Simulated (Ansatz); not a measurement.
Levels about the gap of amorphous Hf16Ti2O36 (54 atoms in a cell of 725 Å³, 8.08 g/cm³; zone centre alone, so wide bands show as single levels with stretches between that a denser mesh fills), at the geometry that PBE relaxed, where it gives 0.1 GPa on a denser mesh. Exact exchange is cut at the faces of this small cell, which leaves a finite-size error. The participation number counts the atoms over which a state spreads; weights are charges in smoothed Voronoi cells. The levels come from a single point, so bond lengths are those of that geometry. Method of the levels: HSE06, scalar-relativistic without spin-orbit coupling (Ansatz, a quantum-chemistry and plane-wave program). Sampling: the zone centre alone; Fermi-Dirac width 0.02 eV; no spin polarisation. At PBE the levels at the empty edge of the gap are localised (band-tail or defect states), and the nearest spread-out levels lie 4.2 eV apart at the zone centre.

Preparation: random packing, a CHGNet melt and quench, and a DFT relaxation. O atoms were pushed apart under 1.9 Å during the dynamics, to hinder bonds among them. The hot cell started wider than the set density and was brought back towards it in steps. It is the lowest in DFT energy of 2 quenches. It is a model cell: composition and starting density were chosen by hand, and all elements were melted together. No dispersion term was used. Its density started from a set value of 8.35 and ended at 8.08 g/cm³. The simulated quench (nominally 380 K/ps over its main leg) is rapid and tends to freeze in more defects than a deposited or slowly cooled glass has. One small periodic cell is one sample of the glass; other quenches scatter about these values. Volume and shape were free in the relaxation.

```tsv
E - E(highest filled), eV	filling	participation number	largest on	weight O	weight Ti	weight Hf
-0.37	filled	18.2	O, 3 neighbours	0.95	0.01	0.05
-0.34	filled	14.3	O, 2 neighbours	0.95	0.00	0.04
-0.26	filled	7.7	O, 2 neighbours	0.93	0.00	0.06
-0.22	filled	16.7	O, 2 neighbours	0.95	0.00	0.04
-0.06	filled	8.7	O, 2 neighbours	0.95	0.00	0.05
-0.04	filled	9.2	O, 3 neighbours	0.96	0.00	0.04
0.00	filled	10.2	O, 3 neighbours	0.95	0.00	0.04
4.97	empty	2.5	Ti, 5 neighbours	0.23	0.68	0.09
5.03	empty	2.0	Ti, 5 neighbours	0.21	0.71	0.08
5.28	empty	2.9	Ti, 6 neighbours	0.25	0.63	0.13
5.46	empty	2.6	Ti, 5 neighbours	0.24	0.63	0.12
5.65	empty	2.2	Ti, 6 neighbours	0.24	0.69	0.07
5.76	empty	19.2	Hf, 6 neighbours	0.47	0.05	0.48
5.94	empty	16.5	Ti, 6 neighbours	0.36	0.25	0.40
```

Most localised among these is the empty level at +5.03 eV, on a Ti atom, which has 5 neighbours (O 1.77 Å, O 1.85 Å, O 1.93 Å, O 1.96 Å, O 2.48 Å).
